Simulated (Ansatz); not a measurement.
The parent structure is Mn$_{3}$SiN in the anti-perovskite structure (space group Pm-3m, No. 221; a = 3.677 Å; ferromagnetic; a hypothetical phase, not in the database extracts checked).

Level of theory: plane-wave PAW DFT at the PBEsol level (Ansatz, a first-principles code, 420 eV), spin-orbit coupling left out.

Before the change:

```
Property                    Result
-------------------  -------------
Magnetic state       ferromagnetic
Lattice parameter a     6.948 bohr
```

Modification: a hydrostatic pressure of 0.7 GPa.

**Question.** How does this affect the magnetic state and lattice parameter a?

**Answer.** The magnetic state is still ferromagnetic; the lattice parameter a drops by 0.006 bohr (6.948 bohr → 6.942 bohr).

The magnetic state is the one reached from the starting moments; the real material's order can differ, and small cells can't hold many antiferromagnetic ones. Load acts through the strain it causes; cell and atoms are relaxed under it. Stability against distortions was not tested.
